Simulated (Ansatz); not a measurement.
The reference is Au in the diamond structure (space group Fd-3m, No. 227; a = 6.025 Å; a hypothetical phase, not in the database extracts checked).

Perturbation: hydrostatic tension (pressure −2 GPa).

Levels (all Ansatz, a quantum-chemistry and plane-wave program, PAW): PBEsol (420 eV, scalar-relativistic without spin-orbit coupling); PBEsol+SOC (420 eV, with spin-orbit coupling).

The geometry is relaxed with PBEsol.

- PBEsol pressure = -2.0 GPa

With PBEsol+SOC at the same geometry, the pressure drops by 1.0 GPa, from -2.0 GPa to -3.0 GPa.

Single points use the geometry relaxed with PBEsol. Differences between runs with and without spin-orbit coupling are approximate. Load acts through the strain it causes; cell and atoms are relaxed under it. No phonon test of stability was made.
